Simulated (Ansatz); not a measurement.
**Defect calculation: Mg on the Ag site (Mg_Ag) in rock-salt AgCl**

Level of theory: PBE, PAW (plane waves to 420 eV; Ansatz, a program for electronic structure). A supercell of 64 sites (2×2×2 repeats of a cell of 8 atoms) was used; the energies come from a 2×2×2 shifted sampling of its zone. Site at the start: the Ag site. Charged cells carry a point-charge image correction with potential alignment at far atoms. Dielectric constants: PBE linear response of the host. Host gap at this level: 0.92 eV. Finite-size and sampling errors can reach tenths of an eV here. PBE underestimates the host's gap, which shifts levels and can delocalise carriers. Spin–orbit coupling is left out. Each state is the lowest found from its start.

Charges with a result: +1, 0, −1. Others weren't obtained, and one of them could lie lower, also by skipping a charge.

| charge | moment (μB) | point group | largest move off a lattice site (Å) | image correction with alignment (eV) |
|---|---|---|---|---|
| +1 | not spin-polarised | near Oh | 0.25 | -0.04 |
| 0* | quenched | – | 0.26 | – |
| −1* | not spin-polarised | near Oh | 0.26 | – |

* At this level the carrier isn't localised at the defect: at charge 0 electrons occupy the conduction band; at charge −1 electrons occupy the conduction band. Such a state is shallow or no state of the defect, and this cell gives it no level.

Point groups are those of the whole cell at tolerances of 0.03 and 0.1 Å ("near" where only the looser one holds); none is given for unsettled states.

Starting moments that weren't kept: charge 0 began with 1 μB and ended with 0.0.

Flagged in the runs: a doubtful potential alignment.

All states together cost roughly 2.3 core-hours.
